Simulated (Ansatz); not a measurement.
The parent structure is SiC in the zinc blende structure (space group F-43m, No. 216).

```
CELL_PARAMETERS angstrom
      0.00000     2.17817     2.17817
      2.17817     0.00000     2.17817
      2.17817     2.17817     0.00000
ATOMIC_POSITIONS crystal
  Si 0.00000 0.00000 0.00000
  C  0.25000 0.25000 0.25000
```

Cartesian axes are those of the cell as printed.

The values are results of r2SCAN, PAW, 500 eV (Ansatz, a program for electronic structure; no SOC), not measurements.

It is then changed as follows: a pure shear with ε_xy = ε_yx = 0.0200, atoms relaxed at fixed cell.

Problem. Predict the stress tensor and what it implies for the stiffness.

Solution. Stress of the strained cell less that of the base (GPa, compression positive):
```
   0.39  -10.46    0.00
 -10.46    0.39    0.00
   0.00    0.00   -0.01
```

Then −Δσ/γ with γ = 2ε = 0.0400 gives secant stiffness values (nonlinear terms included at this strain): C66 ≈ 261 GPa.

As a check, the harmonic strain energy −½ V₀ Δσ:ε is 13 meV/atom; the computed energy rise is 13 meV/atom.

Whether these cells are dynamically stable was not tested.
